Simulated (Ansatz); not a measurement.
# A computed series for hypothetical diamond B: pressure series

Consider B in the diamond structure (space group Fd-3m, No. 227; a = 4.052 Å; a hypothetical phase, not in the database extracts checked).

Cell and atoms are relaxed at each pressure.

Computed with PBE (Ansatz, a program for electronic structure, PAW, scalar-relativistic without spin-orbit coupling).

```json
[
 {"P (GPa)": "-1.98", "V (Å³/atom)": "8.411"},
 {"P (GPa)": "-0.98", "V (Å³/atom)": "8.362"},
 {"P (GPa)": "0.30", "V (Å³/atom)": "8.301"},
 {"P (GPa)": "0.69", "V (Å³/atom)": "8.282"},
 {"P (GPa)": "1.49", "V (Å³/atom)": "8.246"},
 {"P (GPa)": "2.99", "V (Å³/atom)": "8.179"},
 {"P (GPa)": "4.98", "V (Å³/atom)": "8.094"},
 {"P (GPa)": "7.48", "V (Å³/atom)": "7.992"},
 {"P (GPa)": "9.98", "V (Å³/atom)": "7.896"}
]
```

A third-order Birch–Murnaghan fit to these points gives V₀ = 8.31 Å³/atom, B₀ = 176 GPa and B₀′ = 3.5. At pressure 10 GPa the volume is 95.0 % of V₀.

Load acts through the strain it causes; cell and atoms are relaxed under it. Stability against distortions was not tested. No other phases were tried under pressure.
